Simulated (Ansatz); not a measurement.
The reference is Al in the fcc (Cu type) structure (space group Fm-3m, No. 225; relaxed with 0.1 eV smearing).

```xyz
1
Lattice="0.0000 2.0077 2.0077 2.0077 0.0000 2.0077 2.0077 2.0077 0.0000" Properties=species:S:1:pos:R:3 pbc="T T T"
Al     0.0000     0.0000     0.0000
```

Cartesian axes are those of the cell as printed.

All numbers come from PBEsol (Ansatz, a first-principles code; PAW; 420 eV plane waves; without spin-orbit coupling).

Strains are applied to the cell and any free atomic positions relax; under biaxial strain the out-of-plane vector relaxes too.

One change was made to it. Results:

```json
[
 {"quantity": "energy relative to the base (free energy F)", "base": "0 meV/atom", "after": "+4.6 meV/atom"},
 {"quantity": "pressure (mean of the normal stresses, compression positive)", "base": "0.0 GPa", "after": "1.7 GPa"},
 {"quantity": "volume per atom", "base": "16.19 Å³", "after": "15.90 Å³"}
]
```

Q: Which change produced these results?
A) biaxial strain −1.50 %, plane normal [001], relaxed out of plane
B) biaxial strain +2.50 %, plane normal [001], relaxed out of plane
C) biaxial strain −2.00 %, plane normal [001], relaxed out of plane

A: C, biaxial strain −2.00 %, plane normal [001], relaxed out of plane. For comparison, the energy relative to the base in the other runs: biaxial strain −1.50 %, plane normal [001], relaxed out of plane gives +2.5 meV/atom; biaxial strain +2.50 %, plane normal [001], relaxed out of plane gives +6.3 meV/atom.

No phonon test of stability was made.
